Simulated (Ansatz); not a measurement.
For LaC₂ (I4/mmm, No. 139), LDA (PAW; Ansatz, a first-principles code) gives:

* **lattice constant a**: 3.860 Å
* **lattice parameter c**: 6.494 Å

Q: What does r²SCAN (Ansatz, plane waves, PAW) give for the same quantities?

A: 
- lattice constant a: 3.954 Å (increases by 2.4 %)
- lattice parameter c: 6.575 Å (grows by 1.2 %)

Changes are worked out from the printed values.

Unless a cell is named, each level is at its own relaxed cell (LDA 16.12, r²SCAN 17.14 Å³/atom).

Ansatz's density-functional and Hartree–Fock values are scalar-relativistic unless marked +SOC, with PAW data made under PBE.
